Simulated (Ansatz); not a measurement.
Input and output of a self-consistent single point for Na₄HgP₂ (P1, 7 atoms in the cell) (Ansatz, a first-principles code).

Method: LDA (PW92), default PAW files made with PBE (plane waves; Ansatz).

```
CELL_PARAMETERS angstrom
      2.48442     1.43438     8.50798
     -2.48442     1.43438     8.50798
      0.00000    -2.86876     8.50798
ATOMIC_POSITIONS crystal
  Na 0.80314 0.77471 0.80128
  Na 0.20336 0.21436 0.21579
  Na 0.55964 0.61789 0.60541
  Na 0.41074 0.38374 0.40353
  Hg 0.01896 0.98589 0.99528
  P  0.07695 0.10971 0.09426
  P  0.92720 0.91371 0.88445
```

Reference input (self-consistent single point, DFT, LDA (PW92), plane waves, default PAW files made with PBE): basis.ecutwfc = 420 eV; kpoints.mp_grid.grid = 5 5 5; hamiltonian.xc = lda; hamiltonian.pseudopotentials = {kind: paw} (the program's default PAW files); scf.occupations.method = cold; scf.occupations.width = 0.1 eV. This run's input differs from it in these lines:

Ansatz 0.2 input:
```diff
@@ -19,3 +19,6 @@
   xc: lda
-  pseudopotentials: { kind: paw }
+  pseudopotentials: { kind: paw_fr }
+magnetization:
+  noncollinear: true
+  spin_orbit: false
 scf:
```

Output (repeated stretches shortened):

```
SCF iter   1: F=—  HF=-20851.427313 eV  |F-HF|=—  |Δ(HF+E_count)|=         —  Δρ=8.13e-2  dr2=3.67e1  dr2_m=0.00e0 (ungated)  ethr=3.10e-3  |M|=0.00e0 ∫|m|=0.00e0 μB  |m|>n=0.0e0 m-floor=0.0e0 τ_xc=0.0e0  β_m=0.30  ⟨swp⟩=7.0  Hψ=19818  notcnv=0
all-band conjugate gradients solve this SCF's bands
preconditioner: auto → Resta (q_TF=auto, 2.304 Å⁻¹)
   [... lines left out ...]
SCF iter  10: F=—  HF=-20843.167523 eV  |F-HF|=—  |Δ(HF+E_count)|=   2.85e-7  S|Δr|=  2.41e-10  Δρ=7.71e-6  dr2=2.05e-7  dr2_m=0.00e0 (ungated)  ethr=1.47e-9  |M|=0.00e0 ∫|m|=0.00e0 μB  |m|>n=0.0e0 m-floor=0.0e0 τ_xc=0.0e0  β_m=0.93  ⟨swp⟩=2.6  [...]
SCF iter  11: F=-20843.167523 eV  HF=-20843.167523 eV  |F-HF|=1.72e-8  |Δ(HF+E_count)|=   6.42e-9  S|Δr|=  1.24e-10  Δρ=3.11e-6  dr2=3.64e-8  dr2_m=0.00e0 (ungated)  ethr=1.52e-10  |M|=0.00e0 ∫|m|=0.00e0 μB  |m|>n=0.0e0 m-floor=0.0e0 τ_xc=0.0e0  [...]
SCF 1 converged in 11 iterations: F = -20843.167523 eV  dr2 = 3.64e-8
Stability not checked (fill_not_monotonic)
Magnetization: |M| = 0.0000 μB,  M = (+0.0000, +0.0000, +0.0000) μB
Absolute magnetization: 0.0000 μB (∫|m|)
  site 0: m = (+0.0000, +0.0000, +0.0000) μB, |m| = 0.0000 μB  (R = 1.17 Å)
  site 1: m = (+0.0000, +0.0000, +0.0000) μB, |m| = 0.0000 μB  (R = 1.18 Å)
  site 2: m = (+0.0000, +0.0000, +0.0000) μB, |m| = 0.0000 μB  (R = 1.11 Å)
  site 3: m = (+0.0000, +0.0000, +0.0000) μB, |m| = 0.0000 μB  (R = 1.17 Å)
  site 4: m = (+0.0000, +0.0000, +0.0000) μB, |m| = 0.0000 μB  (R = 0.97 Å)
   [... lines left out ...]
Free energy (F): -20843.167523 eV
Fermi energy:    4.516732 eV
   [... lines left out ...]
  atom   7  P     -0.35013260    -0.38323872    -0.43731080
--- Stress (GPa, compression-positive) ---
       -0.707749       0.197585       0.180736
        0.197585      -0.946094      -0.000758
        0.180736      -0.000758      -1.357559
  P = ⅓ Tr σ = -1.0038 GPa (-10.038 kbar)
  The stress holds the Pulay correction. Without it, at fixed plane waves, as pw.x and ABINIT print it: P = -1.0187 GPa
```

The run converged in 11 iterations. Against the reference run the pressure stays at -1.00 GPa, the largest force stays at 0.679 eV/Å and the gap on the mesh stays at 0.798 eV.

The starting cell comes from a database of computed structures (which also holds hypothetical and non-ambient phases and stackings), without a prior relaxation at this level. Its atoms were displaced at random from the sites of space group no. 166. Spin-orbit coupling is off. Ansatz's pressure includes its estimate of the finite-basis (Pulay) stress.

Cost on one core of a shared machine: roughly 3 min.
